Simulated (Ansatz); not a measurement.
Consider a periodic stack without vacuum, bcc V (0 0 1) on germanium (0 0 1) (film strained to the substrate, started from cuts of the bulks and a machine-learned relaxation; slabs Ge12 and V16, which can lie off the formulas): substrate slab Ge12, film V16, surface cells [[1, 0], [1, 1]] and [[-1, 1], [-1, -1]], film strained by -3.9 and -3.9 %, outermost planes Ge/Ge and V/V as cut, which need not be the usual terminations and can put a slab off its formula. Its start:

```
V4Ge3
1.0
    4.07294     0.00000     0.15519
    0.00000     4.07294     0.03486
    0.83939    -0.37725    28.58075
Ge V
12 16
Direct
  0.19236   0.33367   0.03718
  0.69013   0.85094   0.03698
  0.60814   0.56493   0.16581
  0.12821   0.64231   0.11713
  0.05933   0.06346   0.26699
  0.58405   0.06526   0.21629
  0.50293   0.58927   0.36822
  0.02795   0.56637   0.31775
  0.95737   0.99763   0.46746
  0.47874   0.09331   0.41873
  0.40846   0.85225   0.54393
  0.90759   0.37024   0.54313
  0.86027   0.36652   0.65209
  0.36003   0.86630   0.65213
  0.88277   0.86799   0.59890
  0.38278   0.36112   0.59825
  0.81285   0.36159   0.76277
  0.31286   0.86169   0.76277
  0.83703   0.86549   0.70772
  0.33708   0.36547   0.70766
  0.76352   0.35058   0.87312
  0.26355   0.85001   0.87305
  0.78821   0.85695   0.81798
  0.28819   0.35697   0.81798
  0.71644   0.34464   0.98218
  0.21596   0.83745   0.98185
  0.73938   0.84433   0.92840
  0.23925   0.34411   0.92874
```

The start was prepared with a machine-learned potential, and the result is one local minimum, with the in-plane cell held and forces under 0.04 eV/Å; the film can end far from its bulk form.

The numbers are results of PBE (plane waves to 420 eV, PAW; Ansatz, a quantum-chemistry and plane-wave program), not measurements. No spin–orbit coupling; the runs are not spin-polarised; PBE gaps are too small against experiment. Its k-point mesh 8×8×1, Fermi–Dirac width 0.05 eV.

Question: Predict the relaxed interface.

Answer: 
* **interface area**: 16.6 Å²
* **period**: 28.78 Å
* **heights between the nearest atoms of the two slabs at the two interfaces**: 1.69 and 1.69 Å
* **Ge–V contacts across the interfaces within 1.22 times the sum of covalent radii**: 20, mean 2.77 Å
